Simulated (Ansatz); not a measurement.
A self-consistent single point of Zr₃Si (P6_3/mmc, 8 atoms in the cell) with Ansatz (an electronic-structure program).

Method: r2SCAN, default PAW files made with PBE (plane waves; Ansatz).

```xyz
8
Lattice="6.1174 0.0000 0.0000 -3.0587 5.2978 0.0000 0.0000 0.0000 4.9711" Properties=species:S:1:pos:R:3 pbc="T T T"
Zr     1.5851     0.9151     3.7283
Zr     1.4736     4.3827     1.2428
Zr     0.0000     1.8303     1.2428
Zr     3.0587     3.4675     3.7283
Zr     4.5323     0.9151     3.7283
Zr    -1.4736     4.3827     1.2428
Si     3.0587     1.7659     1.2428
Si     0.0000     3.5319     3.7283
```

Reference input (self-consistent single point, DFT, r2SCAN, plane waves, default PAW files made with PBE): basis.ecutwfc = 500 eV; kpoints.mp_grid.grid = 5 5 5; hamiltonian.xc = r2scan; hamiltonian.pseudopotentials = {kind: paw} (the program's default PAW files); scf.occupations.method = fermi_dirac; scf.occupations.width = 0.1 eV. This run's input differs from it in these lines:

Ansatz 0.2 input:
```diff
@@ -22,3 +22,3 @@
 scf:
-  occupations: { method: fermi_dirac, width: 0.1 eV }
+  occupations: { method: fermi_dirac, width: 0.3 eV }
 output:
```

The program printed (abridged):

```
SCF iter   1: F=—  HF=-26451.972680 eV  |F-HF|=—  |Δ(HF+E_count)|=         —  Δρ=7.12e-3  dr2=6.69e-2  dr2_τ=5.18e-2  ethr=1.77e-3  ⟨swp⟩=5.7  Hψ=3162  notcnv=0
all-band conjugate gradients solve this SCF's bands
preconditioner: auto → Kerker (q_TF=auto, 2.428 Å⁻¹)
SCF iter   2: F=—  HF=-26452.226102 eV  |F-HF|=—  |Δ(HF+E_count)|=   2.53e-1  Δρ=4.90e-3  dr2=3.34e-2  dr2_τ=9.65e-4  ethr=8.37e-5  ⟨swp⟩=2.0  Hψ=1546  notcnv=0
   [... lines left out ...]
SCF iter   5: F=—  HF=-26452.230312 eV  |F-HF|=—  |Δ(HF+E_count)|=   8.26e-5  Δρ=5.74e-5  dr2=4.47e-6  dr2_τ=3.48e-7  ethr=1.91e-7  ⟨swp⟩=2.0  Hψ=1049  notcnv=0
SCF iter   6: F=—  HF=-26452.230147 eV  |F-HF|=—  |Δ(HF+E_count)|=   1.65e-4  Δρ=1.49e-5  dr2=4.33e-7  dr2_τ=8.16e-9  ethr=5.59e-9  ⟨swp⟩=2.4  Hψ=1344  notcnv=0
SCF iter   7: F=-26452.230147 eV  HF=-26452.230147 eV  |F-HF|=1.78e-9  |Δ(HF+E_count)|=   2.61e-7  Δρ=2.63e-6  dr2=1.54e-8  dr2_τ=1.25e-9  ethr=1.25e-10  ⟨swp⟩=7.1  Hψ=3166  notcnv=0
SCF 1 converged in 7 iterations: F = -26452.230147 eV  dr2 = 1.54e-8
Free energy (F): -26452.230147 eV
Internal energy: -26450.128758 eV  (E = F + TS)
E sigma→0 (E₀):  -26451.179453 eV
Entropy (-TS):   -2.101389 eV (-262.674 meV/atom)
Fermi energy:    14.096080 eV
--- Forces (eV/Å), atoms counted from 1 ---
  atom   1  Zr    -0.08578123    -0.04952582     0.00000000
  atom   2  Zr     0.08578123     0.04952582    -0.00000000
  atom   3  Zr    -0.00000000    -0.09905164    -0.00000000
  atom   4  Zr     0.00000000     0.09905164     0.00000000
  atom   5  Zr     0.08578123    -0.04952582    -0.00000000
  atom   6  Zr    -0.08578123     0.04952582     0.00000000
  atom   7  Si     0.00000000     0.00000000     0.00000000
  atom   8  Si    -0.00000000    -0.00000000    -0.00000000
--- Stress (GPa, compression-positive) ---
       -0.495986       0.000000       0.000000
        0.000000      -0.495986      -0.000000
        0.000000      -0.000000       0.010236
  P = ⅓ Tr σ = -0.3272 GPa (-3.272 kbar)
  The stress holds the Pulay correction. Without it, at fixed plane waves, as pw.x and ABINIT print it: P = -0.4037 GPa
```

The run converged in 7 iterations. Against the reference run the free energy drops by 111 meV/atom, the pressure goes from -1.18 to -0.33 GPa and the largest force goes from 0.051 to 0.099 eV/Å.

The starting cell comes from a database of computed structures (which also holds hypothetical and non-ambient phases and stackings), without a prior relaxation at this level. Ansatz's pressure includes its estimate of the finite-basis (Pulay) stress.
